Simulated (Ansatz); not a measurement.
The starting structures come from a database of crystals and need not be the phases stable at ambient conditions.

 Where the default PAW files enter, the runs use the earlier of Ansatz's two default sets.

Here is the system:

```
Na2PtH6O6
1.0
    4.48510     0.00000     0.00000
    0.00000     5.85335     0.00000
    0.00000    -2.92667     5.06915
Na H Pt O
2 6 1 6
Cartesian
  0.23645   0.00000   3.37943
  4.24865   2.92667   1.68972
  1.86224   1.37848   0.93755
  2.62286   1.54819   4.13160
  1.86224   3.04937   3.40657
  2.62286  -0.12270   1.66258
  1.86224   4.35217   0.72503
  2.62286  -1.42549   4.34412
  0.00000   0.00000   0.00000
  1.12650   0.93109   1.42375
  3.35860   1.99559   3.64540
  1.12650   3.69413   3.55093
  3.35860  -0.76746   1.51822
  1.12650   4.15480   0.09447
  3.35860  -1.22813   4.97468
```

Space group of this cell: P-3. The cell was relaxed by PBE-D3(BJ); by r2SCAN its mean pressure is -2.2 GPa.

Transport runs along the normal of the first two printed cell vectors, the (100) plane of the conventional cell.

The gap is the functional's own. No spin-orbit coupling. Mid-gap values are interpolated on the energy grid.

**Question.** Compute, with r2SCAN in Ansatz (a first-principles code), the band gap and the smallest decay constant κ at mid-gap.

**Answer.** Gap 2.96 eV on a 8×6×6 mesh; κ = 0.426 1/Å, at the zone centre.
